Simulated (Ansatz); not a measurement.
The starting structures come from a database of crystals and need not be the phases stable at ambient conditions.

Inside the gap of an insulator the Bloch states are evanescent, with a wavenumber k + iκ along the transport direction.

Input:

```xyz
22
Lattice="7.5935 0.0000 0.0000 0.0000 7.5935 0.0000 3.7967 -3.7967 5.3694" Properties=species:S:1:pos:R:3 pbc="T T T"
La     5.6951     0.0000     4.0271
La     3.7967     5.6951     1.3424
La     9.4919     0.0000     4.0271
La     3.7967     1.8984     1.3424
Hf     9.4919     3.7967     4.0271
Hf     7.5935     1.8984     1.3424
Hf     5.6951     3.7967     4.0271
Hf     7.5935     5.6951     1.3424
O      3.7967     3.7967     0.0000
O      3.7967     0.0000     2.6847
O      3.7967     3.7967     3.1738
O      7.5935     3.7967     0.4890
O      7.5935     0.0000     2.1957
O      7.5935     3.7967     4.8804
O      6.0409     6.0409     0.0000
O      6.0409     2.2442     2.6847
O      1.5526     1.5526     0.0000
O      9.1461     5.3493     2.6847
O      1.5526     6.0409     0.0000
O      9.1461     2.2442     2.6847
O      6.0409     1.5526     0.0000
O      6.0409     5.3493     2.6847
```

Space group of this cell: Fd-3m. The cell is taken as given; by PBEsol its mean pressure is -0.9 GPa.

Transport runs along the normal of the first two printed cell vectors, the (001) plane of the conventional cell.

No gap correction and no spin-orbit coupling; mid-gap values are interpolated between computed energies.

Predict the band gap and the smallest decay constant κ at mid-gap from PBEsol (Ansatz, a program for electronic structure).

Gap 4.15 eV on a 6×6×6 mesh; κ = 0.330 1/Å, at the zone centre.
